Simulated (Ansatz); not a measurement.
## The (221) surface of fcc Ca in its 1x1 cell, outermost plane spacing 0.92 Å in the ideal cut

All values below come from r2SCAN, at the PBE geometry (plane waves to 500 eV, PAW; Ansatz, an electronic-structure program).

Model: 12-atom slab, 10.1 Å thick at the start (thin: gaps and levels are the slab's own), 10x4x1 mesh, Fermi-Dirac 0.1 eV, dipole correction, single point; on the structure that PBE left under its start's symmetry; no spin, no spin-orbit, no U.

```json
{
 "surface energy (mean of both faces)": "0.54 J/m^2",
 "work_function_of_the_top_face": "2.81 eV",
 "cost": "around 6 core-minutes (rough)"
}
```
